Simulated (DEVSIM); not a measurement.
System: abrupt Si p-n junction, at 350 K.

Layer 1 from the left is Si, thickness (μm) 47.0, Na (cm⁻³) 7.4e16, τn (s) 1.6e-7, τp (s) 1.6e-7. Layer 2 from the left is Si, thickness (μm) 240, Nd (cm⁻³) 1.7e17, τn (s) 1.6e-7, τp (s) 4.8e-9.

Left contact: ohmic. Right contact: ohmic. Voltage is applied to the left contact. Recombination: SRH at mid-gap, radiative, Auger. Mobility is constant in doping.

This is a model device: material constants are rounded textbook-type values typed into the input, and sizes, dopings and lifetimes were drawn at random. Values at 300 K; Nc and Nv go as T^1.5, mobilities as T to minus their exponent, the gap by Varshni's rule with the affinity fixed.

Si: gap (eV) 1.124, affinity (eV) 4.05, permittivity 11.7, Nc (cm⁻³) 2.86e19, Nv (cm⁻³) 3.1e19, μn (cm²/Vs) 1417, μp (cm²/Vs) 470, T exponent of μn 2.3, T exponent of μp 2.2, B (cm³/s) 4.7e-15, Cn (cm⁶/s) 2.8e-31, Cp (cm⁶/s) 9.9e-32, Varshni α (eV/K) 0.000473, Varshni β (K) 636.

Model (solved in DEVSIM): 1D drift-diffusion, Boltzmann statistics, complete ionisation; no tunnelling, impact ionisation, image-force lowering or self-heating.

What does the simulation give for the largest field in the device at zero bias, the dark forward voltage at 1 A/cm², the dark forward voltage at 100 A/cm²?

largest field in the device at zero bias 110000 V/cm; dark forward voltage at 1 A/cm² 0.556 V; dark forward voltage at 100 A/cm² 0.855 V.
